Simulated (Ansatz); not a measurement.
# ZrB2, response to strain

Consider ZrB2 (space group P6/mmm, No. 191; a = 3.171 Å, c = 3.542 Å; relaxed with 0.1 eV smearing).

Strains are applied to the cell and any free atomic positions relax.

Method: PBE (Ansatz, a quantum-chemistry and plane-wave program, PAW, scalar-relativistic without spin-orbit coupling).

Notes on the quantities. pressure: mean of the normal stresses, compression positive; energy relative to the base: free energy F.

```json
[
 {"change": "base", "pressure": "0.0 GPa", "energy relative to the base": "0 meV/atom", "volume per atom": "10.28 Å³"},
 {"change": "isotropic strain −2.00 %", "pressure": "…", "energy relative to the base": "…", "volume per atom": "9.68 Å³"},
 {"change": "isotropic strain −1.50 %", "pressure": "11.8 GPa", "energy relative to the base": "+16 meV/atom", "volume per atom": "9.83 Å³"},
 {"change": "isotropic strain −1.00 %", "pressure": "7.6 GPa", "energy relative to the base": "+7.1 meV/atom", "volume per atom": "9.98 Å³"},
 {"change": "isotropic strain −0.50 %", "pressure": "3.7 GPa", "energy relative to the base": "+1.7 meV/atom", "volume per atom": "10.13 Å³"},
 {"change": "isotropic strain +1.00 %", "pressure": "-6.7 GPa", "energy relative to the base": "+6.7 meV/atom", "volume per atom": "10.60 Å³"},
 {"change": "isotropic strain +1.50 %", "pressure": "-9.8 GPa", "energy relative to the base": "+15 meV/atom", "volume per atom": "10.75 Å³"},
 {"change": "isotropic strain +2.00 %", "pressure": "-12.6 GPa", "energy relative to the base": "+26 meV/atom", "volume per atom": "10.91 Å³"},
 {"change": "isotropic strain +2.50 %", "pressure": "-15.3 GPa", "energy relative to the base": "+40 meV/atom", "volume per atom": "11.07 Å³"},
 {"change": "isotropic strain +3.00 %", "pressure": "-17.8 GPa", "energy relative to the base": "+57 meV/atom", "volume per atom": "11.24 Å³"}
]
```

Fill in the withheld entries from the trend.


- isotropic strain −2.00 %, pressure: 16.3 GPa
- isotropic strain −2.00 %, energy relative to the base: +29 meV/atom

Whether these cells are dynamically stable was not tested. All final runs are without spin polarisation.
